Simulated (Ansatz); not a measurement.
Start from Rh in the fcc (Cu type) structure (space group Fm-3m, No. 225; a = 3.7816 Å; relaxed with 0.1 eV smearing). Axes: x, y, z lie along the cube axes.

Calculations: PBEsol (Ansatz, a quantum-chemistry and plane-wave program), scalar-relativistic without spin-orbit coupling.

Perturbation: every lattice vector is stretched by 1.50 %, atoms relaxed at fixed cell.

### Question
Predict the stress tensor and what it implies for the stiffness.

### Answer
Stress of the strained cell less that of the base (GPa, compression positive):
```
  -11.7     0.0     0.0
    0.0   -11.7     0.0
    0.0     0.0   -11.7
```

Then B = −ΔP/(ΔV/V₀) with ΔV/V₀ = 0.0457 gives secant stiffness values (nonlinear terms included at this strain): B ≈ 255 GPa.

As a check, the harmonic strain energy −½ V₀ Δσ:ε is 22 meV/atom; the computed energy rise is 24 meV/atom.

Stability against distortions was not tested. The final runs are not spin-polarised. Rh lies near a magnetic instability that expansion can trigger; it was not tested.
